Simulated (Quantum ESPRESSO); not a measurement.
**σyy against uniaxial strain in fluorite-structure HfO2 (space group 225): C12 (Quantum ESPRESSO, PBEsol)**

```xyz
3
Lattice="0.0000 2.5156 2.5156 2.4779 0.0000 2.5156 2.4779 2.5156 0.0000" Properties=species:S:1:pos:R:3 pbc="T T T"
Hf     0.0000     0.0000     0.0000
O      1.2389     1.2578     1.2578
O      3.7168     3.7734     3.7734
```

Method: PBEsol, GBRV 1.5 ultrasoft (PBESOL) pseudopotentials (plane waves; Quantum ESPRESSO 7.5). Settings: ecutwfc = 52 Ry; ecutrho = 416 Ry; occupations = smearing; smearing = fermi-dirac; degauss = 0.000734986 Ry; potentials = {Hf: hf_pbesol_v1.uspp.F.UPF, O: o_pbesol_v1.2.uspp.F.UPF}; K_POINTS = automatic 14 14 14 0 0 0; conv_thr = 1e-10 Ry; mixing_beta = 0.5. The cell above is the first row's. The rows stretch one cube axis (x) by the strain ε and hold the other two. Stress is positive in tension. In all rows fractional positions and the k mesh are held.

```
ε (%)  σyy (GPa)
-----  ---------
-1.5       -1.45
-1.0       -0.84
-0.5       -0.25
0.0         0.31
0.5         0.85
1.0         1.36
1.5         1.85
2.0            ?
```

The 7 complete rows are fitted with a parabola, σyy against ε. Least squares gives σyy = 0.311 + 1.1000·ε - 0.0495·ε². Residuals (row less fit): 0.000, -0.001, 0.001, -0.001, 0.001, -0.001, 0.000; standard error 0.002 (degrees of freedom: 4). The slope at ε = 0, 1.1000 GPa per cent, gives C12 ≈ 100 × 1.1000 = 110 GPa, for the static lattice.

Estimate the missing σyy (ε = 2.0); what did the run itself give?

σyy = 0.311 + 1.1000 × 2.0 - 0.0495 × 2.0² = 2.313 GPa. The calculation gives 2.32 GPa, 0.007 GPa above the prediction (0.2 % of the range of σyy in the table). The row lies outside the fitted rows, so this is an extrapolation.

Carrying the step between the two nearest rows on in a straight line would have given 2.34, off by 0.02; series whose last step already gives the withheld value aren't shown. The reference cell has the volume at which an earlier scan in this program and functional put its minimum by a fit. This is a high-temperature phase, held here by symmetry. The runs keep the symmetry of the cell, so they don't test it for distortions. The unstrained cell stands at a pressure of -0.31 GPa, and the constants belong to that pressure. By symmetry this strain leaves no force on the atoms; the largest in the rows is 0.000 eV/Å. Spin-orbit coupling is off. Cutoffs and mesh are single choices, not tested for convergence of this quantity. Series with a scatter that would blur these digits, or in which a gap closes, are not shown. Strain series were run only where this level's volume lies within 10 % of a first guess from the measured size.
